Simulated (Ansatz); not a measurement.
InAs (model structure, started from the cinnabar type, P3₂21, No. 154, 6 atoms in the cell), treated with PBEsol (PAW; Ansatz, an electronic-structure program).

Settings: plane-wave cutoff 500 eV, 12×12×4 k mesh (along the axes of the cell as run), Fermi–Dirac smearing 0.05 eV, scalar-relativistic PAW data made under PBE.

Cell (relaxed at this level):

```
CELL_PARAMETERS angstrom
      4.27046     0.00000     0.00000
     -2.13523     3.69832     0.00000
      0.00000     0.00000     9.51483
ATOMIC_POSITIONS crystal
  In 0.54027 0.00000 0.66667
  In 0.00000 0.54027 0.33333
  In 0.45973 0.45973 0.00000
  As 0.52405 0.00000 0.16667
  As 0.00000 0.52405 0.83333
  As 0.47595 0.47595 0.50000
```

Q: Predict the band gap.

A: 
* **band gap**: 0.05 eV (under three smearing widths, so not firm)

Note: the relaxation could raise the start's symmetry but not lower it, so the cell can be a saddle point.

Spin–orbit coupling is not included.

The computed numbers hold no vibrational or temperature effects.

A model structure was made by putting elements into a prototype or built by hand; it is no filed structure, need not be a known phase, and can be a saddle point held by its symmetry.
